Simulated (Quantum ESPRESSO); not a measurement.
A working Quantum ESPRESSO input for SiO2 (Cmme, 36 atoms in the cell) (DFT, LDA (PZ), plane waves, GBRV 1.5 ultrasoft (LDA) pseudopotentials):

```fortran
&control
 calculation = 'scf'
 outdir = './work'
 pseudo_dir = './'
 tprnfor = .true.
 tstress = .true.
/
&system
 ibrav = 0
 nat = 36
 ntyp = 2
 ecutwfc = 40
 ecutrho = 200
 occupations = 'fixed'
 nbnd = 102
/
&electrons
 conv_thr = 1.0d-10
 mixing_beta = 0.4
/
ATOMIC_SPECIES
Si    28.0850  si_lda_v1.uspp.F.UPF
O     15.9990  o_lda_v1.2.uspp.F.UPF
CELL_PARAMETERS angstrom
   4.3728010000    -7.8125480000     0.0000000000
   4.3728010000     7.8125480000     0.0000000000
   0.0000000000     0.0000000000     9.8442280000
ATOMIC_POSITIONS crystal
Si    0.0908800000    0.2841200000    0.3487300000
Si    0.9091200000    0.7158800000    0.6512700000
Si    0.4091200000    0.2158800000    0.3487300000
Si    0.5908800000    0.7841200000    0.6512700000
Si    0.2841200000    0.0908800000    0.6512700000
Si    0.7158800000    0.9091200000    0.3487300000
Si    0.2158800000    0.4091200000    0.6512700000
Si    0.7841200000    0.5908800000    0.3487300000
Si    0.0627200000    0.5627200000    0.1565600000
Si    0.9372800000    0.4372800000    0.8434400000
Si    0.4372800000    0.9372800000    0.1565600000
Si    0.5627200000    0.0627200000    0.8434400000
O     0.1237000000    0.3763000000    0.5000000000
O     0.8763000000    0.6237000000    0.5000000000
O     0.3763000000    0.1237000000    0.5000000000
O     0.6237000000    0.8763000000    0.5000000000
O     0.0861200000    0.4133600000    0.2335500000
O     0.9138800000    0.5866400000    0.7664500000
O     0.4138800000    0.0866400000    0.2335500000
O     0.5861200000    0.9133600000    0.7664500000
O     0.4133600000    0.0861200000    0.7664500000
O     0.5866400000    0.9138800000    0.2335500000
O     0.0866400000    0.4138800000    0.7664500000
O     0.9133600000    0.5861200000    0.2335500000
O     0.2500000000    0.2500000000    0.3114000000
O     0.7500000000    0.7500000000    0.6886000000
O     0.2500000000    0.2500000000    0.6886000000
O     0.7500000000    0.7500000000    0.3114000000
O     0.9037000000    0.0963000000    0.3496800000
O     0.0963000000    0.9037000000    0.6503200000
O     0.5963000000    0.4037000000    0.3496800000
O     0.4037000000    0.5963000000    0.6503200000
O     0.2500000000    0.7500000000    0.1571100000
O     0.7500000000    0.2500000000    0.8428900000
O     0.0000000000    0.5000000000    0.0000000000
O     0.5000000000    0.0000000000    0.0000000000
K_POINTS automatic
2 2 2  0 0 0
```

The run converged in 13 iterations: free energy E − TS -12168.2326 eV; top of the valence band (on the code's own zero) -0.90 eV; gap on the k-point mesh 5.12 eV; pressure -9.62 GPa; largest force (vector length) 0.633 eV/Å. Each of these slips is then made, one at a time:

(1)
```diff
- nbnd = 102
+ nbnd = 103
+ tot_charge = -1
```

(2)
```diff
-2 2 2  0 0 0
+2 2 2
```

Problem. How does each altered input end?

Solution. 
(1) An unintended net charge. The program stopped with an error at about iteration 1.
```
Error in routine electrons (1):
charge is wrong: smearing is needed
```

(2) An automatic mesh without its three shifts. The program stopped before any SCF iteration.
```
Error in routine card_kpoints (1):
end of file while reading automatic k points
```

The starting cell comes from a database of computed structures (which also holds hypothetical and non-ambient phases and stackings), without a prior relaxation at this level. Its lattice was rescaled by a random factor within 2.5 % of one. In the base run, with a pressure of about -10 GPa the cell is away from its equilibrium volume at this level.

Left out of this page: 1 run of the series stopped by limits of time or memory; 2 runs of the series outside the window shown, repeating another row's setting, or not comparable.
